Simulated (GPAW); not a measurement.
Worked example: self-consistent single point of ZnIn₂SnAs₄ (I-42m, 8 atoms in the cell) in GPAW.

Method: vdW-DF-cx, GPAW PAW datasets PBE (gpaw-data 1.0.1) (plane waves; GPAW).

```yaml
crystal:
  lattice:
    - [-3.07990, 3.07990, 6.12467]
    - [3.07990, -3.07990, 6.12467]
    - [3.07990, 3.07990, -6.12467]
  atoms:
    - { symbol: Zn, position: [0.00000, 0.00000, 0.00000] }
    - { symbol: In, position: [0.75000, 0.25000, 0.50000] }
    - { symbol: In, position: [0.25000, 0.75000, 0.50000] }
    - { symbol: Sn, position: [0.50000, 0.50000, 0.00000] }
    - { symbol: As, position: [0.12010, 0.12010, 0.47828] }
    - { symbol: As, position: [0.87990, 0.35818, 0.00000] }
    - { symbol: As, position: [0.64182, 0.64182, 0.52172] }
    - { symbol: As, position: [0.35818, 0.87990, 0.00000] }
```

Reference input (self-consistent single point, DFT PBEsol, plane waves, GPAW PAW datasets PBEsol (made by gpaw-setup)): mode = pw; ecut = 850 eV; xc = PBEsol; kpts = 5 5 5; mesh shift (steps) = 0 0 0; occupations.name = marzari-vanderbilt; occupations.width = 0.2 eV; nbands = -14; convergence.density = 1e-05 e/electron; symmetry.symmorphic = false; symmetry.tolerance = 0.0005; maxiter = 120. This run's input differs from it in these lines:

```diff
@@ -19,3 +19,3 @@
 calc = GPAW(mode=PW(850),
-            xc='PBEsol',
+            xc={'name': 'vdW-DF-cx', 'backend': 'libvdwxc'},
             kpts=(5, 5, 5),
```

Its files differ too (potentials: GPAW PAW datasets PBE (gpaw-data 1.0.1)).

Log, with long lists cut:

```
     iter     time        total  log10-change:
                         energy   eigst   dens
iter:   1 --:--:--   246.197277
iter:   2 --:--:--   246.219324   -1.05  -1.20
iter:   3 --:--:--   246.713723   -1.59  -1.23
iter:   4 --:--:--   246.665863   -1.99  -1.47
iter:   5 --:--:--   246.701143   -2.14  -1.66
iter:   6 --:--:--   246.709003   -3.80  -2.49
iter:   7 --:--:--   246.718780c  -3.66  -2.52
iter:   8 --:--:--   246.722098c  -3.37  -2.66
iter:   9 --:--:--   246.721895c  -4.38  -3.01
iter:  10 --:--:--   246.721665c  -4.91  -3.04
iter:  11 --:--:--   246.722259c  -4.70  -3.06
   [... 3 lines left out ...]
iter:  15 --:--:--   246.722290c  -6.22  -3.87
iter:  16 --:--:--   246.722290c  -7.37  -4.05
iter:  17 --:--:--   246.722291c  -6.50  -4.07
iter:  18 --:--:--   246.722288c  -6.72  -4.25
iter:  19 --:--:--   246.722292c  -7.62c -4.34
iter:  20 --:--:--   246.722295c  -6.86  -4.49
iter:  21 --:--:--   246.722295c  -7.38  -4.67
iter:  22 --:--:--   246.722295c  -7.86c -4.75
iter:  23 --:--:--   246.722295c  -8.25c -4.80
iter:  24 --:--:--   246.722295c  -9.27c -5.05c
Converged after 24 iterations.

Dipole moment: (-0.000000, 0.000000, -0.000000) |e|*Ang

Energy contributions relative to reference atoms: (reference = -782834.753681)

Kinetic:        +55.384139
Potential:      -53.177803
External:        +0.000000
XC:            +244.684803
Entropy (-ST):   +0.016029
Local:           -0.184873
SIC:             +0.000000
--------------------------
Free energy:   +246.722295
Extrapolated:  +246.722295

Non-local vdW-DF-cx correlation energy: 6.186959
Semilocal GGA_X_LV_RPW86+LDA_C_PW energy: -485.538915
(Not including atomic contributions)
Showing only first 2 kpts
 Kpt  Band  Eigenvalues  Occupancy
  0    34      3.83564    0.59895
  0    35      3.83564    0.59894
  0    36      3.83831    0.58320
  0    37      5.29080    0.00000

  1    34      3.19124    2.00222
   [... lines left out ...]
Fermi level: 3.80409
No gap
   [... lines left out ...]
  2 In    0.00000    0.00000    0.00000
  3 Sn    0.00000    0.00000    0.00000
  4 As    0.04756    0.04756   -0.09487
  5 As    0.04756   -0.04756    0.09487
  6 As   -0.04756   -0.04756   -0.09487
  7 As   -0.04756    0.04756    0.09487

Stress tensor:
     0.020733    -0.000000    -0.000000
    -0.000000     0.020733     0.000000
    -0.000000     0.000000     0.018803
Stress (GPa, Voigt): [ 3.3219  3.3219  3.0125  0.     -0.     -0.    ]
```

The run converged in 24 iterations. GPAW prints stress with tension positive. Against the reference run the pressure goes from -4.32 to -3.22 GPa and the largest force goes from 0.093 to 0.116 eV/Å.

The starting cell comes from a database of computed structures (which also holds hypothetical and non-ambient phases and stackings), without a prior relaxation at this level. Its lattice was rescaled by a random factor within 2.5 % of one. With a pressure of about -3 GPa the cell is away from its equilibrium volume at this level. The run gives no clean gap (levels at the Fermi energy touch, overlap or are partly filled at this smearing), which alone does not show that the compound is a metal.

Cost on one core of a shared machine: roughly 8 min.
